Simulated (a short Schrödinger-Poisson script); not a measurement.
Structure: MOS inversion layer, SiO2 on p-type Si(100), at 300 K.

From the gate side: 2.7 nm SiO2; 1200 nm Si, acceptors 1.2e17 cm⁻³.

Constants are typed, rounded textbook-type inputs, not results; the design itself was drawn at random and stands for no fabricated device. SiO2: permittivity 3.9, conduction-band edge (eV) 3.15, gap (eV) 9, electron mass (mₑ) 0.5. Si: permittivity 11.7, conduction-band edge (eV) 0, gap (eV) 1.124, Nv at 300 K (cm⁻³) 3.1e19.

Channel valleys (confinement mass, in-plane density-of-states mass, number): Δ2 0.916, 0.19, 2; Δ4 0.19, 0.417, 4. At the gate the conduction-band edge of layer 1 lies 3.51 eV − eVg above the Fermi level of the channel; the field vanishes at the back. Gaps are held at their typed values at every temperature. Mesh 0.03 nm at interfaces.

Solved with a short Schrödinger-Poisson script written for these runs: 1D Poisson equation in equilibrium, electrons quantum, Hartree (BenDaniel-Duke, 12 states a valley, the channel's in-plane mass for all, wave functions free to enter the dielectric), parabolic valleys, classical holes, full ionisation, no traps, pinning or gate leakage.

```tsv
Vg (V)	electrons (cm⁻²)	C (μF/cm²)	Δ2 E0 (meV from the Fermi level)	Δ4 E0 (meV from the Fermi level)
0.4	2.25e10	0.201	160.2	192.0
0.5	2.34e11	0.621	98.0	131.9
0.6	6.89e11	0.850	67.6	104.6
0.7	1.25e12	0.943	49.9	90.0
0.8	1.85e12	0.993	37.3	80.4
0.9	2.48e12	1.02	27.5	73.5
1	3.12e12	1.05	19.3	68.0
1.1	3.78e12	1.06	12.3	63.5
1.2	4.45e12	1.08	6.1	59.6
1.3	5.12e12	1.09	0.4	56.3
1.4	5.80e12	1.09	-4.8	53.3
1.5	6.49e12	1.10	-9.6	50.5
1.6	7.18e12	1.11	-14.1	48.0
1.7	7.87e12	1.11	-18.4	45.7
1.8	8.57e12	1.12	-22.5	43.5
1.9	9.27e12	1.12	-26.4	41.4
2	9.97e12	1.13	-30.2	39.5
```

Gate voltages with under 1e9 electrons/cm² are left out.

Problem. At Vg = 2 V the lowest Δ2 subband lies at -30.2 meV from the Fermi level. How many electrons does it hold, and what share of all?

Solution. The two-dimensional density of states is g m/(πħ²) = 1.59e11 cm⁻² meV⁻¹ (both spins), kT = 25.9 meV, so n = D kT ln(1 + exp(−E/kT)) = 5.91e12 cm⁻², 0.59 of the 9.97e12 cm⁻² in all.

Problem. Compare the slope of the sheet density between 1.8 and 2 V with the geometric capacitance of the layers between gate and channel.

Solution. q Δn/ΔV = 1.12 μF/cm²; ε0/Σ(t/ε) = 1.28 μF/cm². The ratio is 0.88: the channel acts as a further capacitance in series.
